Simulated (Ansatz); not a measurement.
**Hypothetical R3c PbZrO3: pressure series**

Base system: PbZrO₃ (space group R3c, No. 161; a = 5.912 Å, c = 14.697 Å (hexagonal axes); a hypothetical phase, not in the database extracts checked).

Cell and atoms are relaxed at each pressure.

Level of theory: plane-wave PAW DFT at the PBE level (Ansatz, an electronic-structure program, 420 eV), no SOC.

| pressure (GPa) | band gap (eV) |
|---|---|
| -2 | 3.14 |
| -1 | 3.09 |
| 0 | 3.06 |
| 0.3 | 3.05 |
| 0.7 | 3.04 |
| 1.5 | 3.03 |
| 3 | ? |
| 7.5 | 2.94 |
| 10 | 2.91 |

Q: Fit E_g = E₀ + αP + βP² to the rows shown and predict the withheld row.

A: Least squares on the printed values gives E₀ = 3.06 eV, α = -28.7 meV/GPa, β = 1.4 meV/GPa² (largest residual 0.01 eV); this predicts 2.99 eV, and the run gives 3.00 eV, in agreement.

Spin-orbit coupling, missing from the scalar runs, can matter with Pb. Load acts through the strain it causes; cell and atoms are relaxed under it. Stability against distortions was not tested. No other phases were tried under pressure.
